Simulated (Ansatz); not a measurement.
Where the default PAW files enter, the runs use the earlier of Ansatz's two default sets.

Inside the gap of an insulator the Bloch states are evanescent, with a wavenumber k + iκ along the transport direction.

Input:

```
N4Si3
1.0
    2.90520     0.00000     0.00000
    0.00000     7.60454     0.00000
    0.00000    -3.80227     6.58572
Si N
6 8
Cartesian
  0.72630   5.39474   1.52183
  2.17890  -1.59247   5.06390
  2.17890   0.21304   2.67466
  0.72630   3.58923   3.91106
  0.72630   2.42284   1.15283
  2.17890   1.37943   5.43289
  0.72630   3.80227   2.19524
  2.17890   0.00000   4.39049
  0.72630   1.40878   6.38282
  2.17890   2.39349   0.20291
  2.17890   6.23207   1.97137
  0.72630  -2.42980   4.61435
  0.72630   1.02102   2.17428
  2.17890   2.78125   4.41145
```

Space group of this cell: P6_3/m. The cell is taken as given; by LDA its mean pressure is -3.1 GPa.

Transport runs along the normal of the first two printed cell vectors, the (100) plane of the conventional cell.

The gap is the functional's own, uncorrected, and κ follows it; spin-orbit coupling is left out. Mid-gap values are interpolated between the computed energies.

Question: Compute, with LDA run with Ansatz (a first-principles code), the band gap and the smallest decay constant κ at mid-gap.

Answer: Gap 4.17 eV on a 10×6×6 mesh; κ = 0.391 1/Å, at the zone centre.
